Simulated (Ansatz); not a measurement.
```
CELL_PARAMETERS angstrom
      0.00000     2.74783     2.74783
      2.65598     0.00000     2.74783
      2.65598     2.74783     0.00000
ATOMIC_POSITIONS crystal
  Bi 0.75000 0.75000 0.75000
  B  0.00000 0.00000 0.00000
```

No spin polarisation.

All numbers come from PBEsol (Ansatz, a program for electronic structure, PAW, no SOC). Γ-centred 10×10×10 mesh, Fermi–Dirac width 0.05 eV.

**Question.** Predict the band gap, valence-band top at Γ, smallest direct gap and electron mass.

**Answer.** The band gap comes out as 0.21 eV, the valence-band top at Γ (three highest levels, from the VBM) is 0.00, -0.27, -0.27 eV and the smallest direct gap is 0.35 eV. The electron mass is 1.1 mₑ along k, 0.21 mₑ across (off the special points).

With Bi present, leaving out spin-orbit coupling can change the band edges. Load acts through the strain it causes; cell and atoms are relaxed under it. Effective masses come from finite differences of ±0.01 Å⁻¹. Along k means along the line from Γ to the band edge. Stability under load was not tested beyond the relaxation. The cell was made from BiB in the zinc blende structure (space group F-43m, No. 216; a hypothetical phase, not in the database extracts checked) by this change: uniaxial stress, 3 GPa compression along x. The zero or small gap of BiB under uniaxial stress, 3 GPa compression along x can change with the level of theory.
